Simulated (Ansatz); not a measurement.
AlSiCN (P3m1, No. 156, 4 atoms in the cell; start mp-1227998) was calculated with LDA (PAW; Ansatz, a program for electronic structure).

Numerical settings: plane-wave cutoff 520 eV, 12×12×8 k mesh (along the axes of the cell as run), Fermi–Dirac smearing 0.01 eV, scalar-relativistic PAW data made under PBE.

Computed at the level's own relaxed cell.

```
AlCNSi
1.0
    3.07190     0.00000     0.00000
   -1.53595     2.66035     0.00000
    0.00000     0.00000     4.99093
Al Si C N
1 1 1 1
Direct
  0.33333   0.66667   0.50708
  0.66667   0.33333   0.99745
  0.33333   0.66667   0.10858
  0.66667   0.33333   0.63688
```

Problem. List the 10 lowest band energies at Γ above −25 eV (eV, relative to the valence band maximum), grouping those that round alike.

Solution. At Γ: -16.23, -12.34, -7.75, -1.91 (×2), -0.39, 0.00 (×2), 4.31, 6.38.

A start named mp-… is a Materials Project structure, which need not be a measured phase.
